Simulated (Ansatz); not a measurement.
Start from Li (space group R-3m, No. 166; a = 3.056 Å, c = 22.510 Å (hexagonal axes); relaxed with 0.1 eV smearing). Axes: x lies along a and z along c of the hexagonal cell.

The values are results of PBEsol, PAW, 420 eV (Ansatz, a program for electronic structure; without spin-orbit coupling), not measurements.

Base values:

```
Item                             Value
-----------------------------  -------
Shortest interatomic distance  3.056 Å
```

Modification: uniaxial strain ε_zz = +2.02 %, all other strain components held at zero, atoms relaxed at fixed cell.

Q: What does the calculation give for the stress, energy relative to the base and shortest interatomic distance after the change?

A: The stress (xx, yy, zz, yz, xz, xy; compression positive) comes out as (-0.1, -0.1, -0.6, 0.0, 0.0, 0.0) GPa; the energy rises by 0.7 meV/atom; the shortest interatomic distance is still 3.056 Å.

No phonon test of stability was made. This is not the structure that Li has at room temperature and ambient pressure.
